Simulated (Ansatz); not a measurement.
## InSb, pressure series

Base system: InSb in the zinc blende structure (space group F-43m, No. 216).

```yaml
crystal:
  lattice:
    - [0.00000, 3.31748, 3.31748]
    - [3.31748, 0.00000, 3.31748]
    - [3.31748, 3.31748, 0.00000]
  atoms:
    - { symbol: Sb, position: [0.75000, 0.75000, 0.75000] }
    - { symbol: In, position: [0.00000, 0.00000, 0.00000] }
```

Cell and atoms are relaxed at each pressure.

Calculations: plane-wave PAW DFT at the PBE level (Ansatz, an electronic-structure program, 420 eV), without spin-orbit coupling, earlier PAW set.

Notes on the quantities. enthalpy: H = E + PV relative to the base's energy.

| change | shortest interatomic distance | enthalpy | density |
|---|---|---|---|
| base | 287.3 pm | – | 5.38 g/cm³ |
| pressure −2 GPa | 293.5 pm | -0.47 eV/atom | 5.05 g/cm³ |
| pressure −1 GPa | 290.2 pm | -0.23 eV/atom | 5.22 g/cm³ |
| pressure 0.3 GPa | 286.6 pm | +0.07 eV/atom | 5.42 g/cm³ |
| pressure 0.7 GPa | 285.6 pm | +0.16 eV/atom | 5.48 g/cm³ |
| pressure 1.5 GPa | 283.8 pm | +0.34 eV/atom | 5.58 g/cm³ |
| pressure 3 GPa | 280.8 pm | +0.66 eV/atom | 5.76 g/cm³ |
| pressure 5 GPa | 277.4 pm | +1.08 eV/atom | 5.98 g/cm³ |
| pressure 7.5 GPa | 273.8 pm | +1.58 eV/atom | 6.21 g/cm³ |
| pressure 10 GPa | 270.8 pm | +2.06 eV/atom | 6.42 g/cm³ |

Load acts through the strain it causes; cell and atoms are relaxed under it. Whether these cells are dynamically stable was not tested. Tetrahedral semiconductors of this kind turn to denser phases somewhere between about 1 and 50 GPa; those were not computed, so compressed cells here can lie past the real transition. All final runs are without spin polarisation.
